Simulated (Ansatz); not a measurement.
Functionals compared on OH on the 1x1 (111) surface of fcc Rh, one in a 2x2 cell, started at the site 'hollow Rh-Rh-Rh over Rh at depth 4.4 Å', in Ansatz (plane waves, PAW). The structure was relaxed with PBE; the other rows are single points on it, each with its references at the same level. Cutoff 420 eV (500 eV for r2SCAN).

Model: 18-atom slab, 6.5 Å thick at the start under the adsorbate (thin: gaps and levels are the slab's own), 6x6x1 mesh, Fermi-Dirac 0.1 eV, dipole correction, 8 atoms held, the rest relaxed; no symmetry held; no spin, no spin-orbit, no U, no dispersion correction. At the end it is bonded to 3 Rh. In PBE it is, or lies within 0.03 eV of, the lowest of the starts that converged. These notes are the PBE run's. Adsorption energies are against H2O(g) − ½ H2(g). A negative adsorption energy means that the adsorbate is more stable on the surface than in its reference.

```
functional  adsorption energy (eV)  work function of the top face (eV)  change of the work function (eV)  rough cost of the single point
----------  ----------------------  ----------------------------------  --------------------------------  ------------------------------
PBE                           0.28                                3.48                             -1.67                               –
RPBE                             ?                                   ?                                 ?   around 4 core-minutes (rough)
r2SCAN                       -0.03                                3.51                             -1.62   around 7 core-minutes (rough)
```

Problem. Fill in the missing entries.

Solution. 
- RPBE, adsorption energy (eV): 0.52
- RPBE, work function of the top face (eV): 3.36
- RPBE, change of the work function (eV): -1.60

Ansatz is a program for electronic structure.
